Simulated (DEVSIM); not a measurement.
System: Schottky contact on n-type Si, at 400 K.

Layer 1 from the left is Si, thickness (μm) 1.50, Nd (cm⁻³) 1.8e17, τn (s) 4.4e-7, τp (s) 4.4e-7. Layer 2 from the left is Si, thickness (μm) 3.20, Nd (cm⁻³) 1.4e18, τn (s) 4.4e-7, τp (s) 4.4e-7.

Left contact: Schottky, work function 4.68 eV, emission velocity 4.2e6 cm/s. Right contact: ohmic. Voltage is applied to the left contact. Recombination: SRH at mid-gap, Auger. Mobility is constant in doping.

This is a model device: material constants are rounded textbook-type values typed into the input, and sizes, dopings and lifetimes were drawn at random. Values at 300 K; Nc and Nv go as T^1.5, mobilities as T to minus their exponent, the gap by Varshni's rule with the affinity fixed.

Si: gap (eV) 1.124, affinity (eV) 4.05, permittivity 11.7, Nc (cm⁻³) 2.86e19, Nv (cm⁻³) 3.1e19, μn (cm²/Vs) 1417, μp (cm²/Vs) 470, T exponent of μn 2.3, T exponent of μp 2.2, Cn (cm⁶/s) 2.8e-31, Cp (cm⁶/s) 9.9e-32, Varshni α (eV/K) 0.000473, Varshni β (K) 636.

DEVSIM, 1D drift-diffusion, Boltzmann statistics, complete ionisation; no tunnelling, impact ionisation, image-force lowering or self-heating. Metal contacts follow the ideal Schottky-Mott rule: no Fermi-level pinning, no interface dipoles.

Problem. What does the simulation give for the dark forward voltage at 100 A/cm², the potential step across the device at zero bias?

Solution. dark forward voltage at 100 A/cm² 0.199 V; potential step across the device at zero bias 0.511 V.
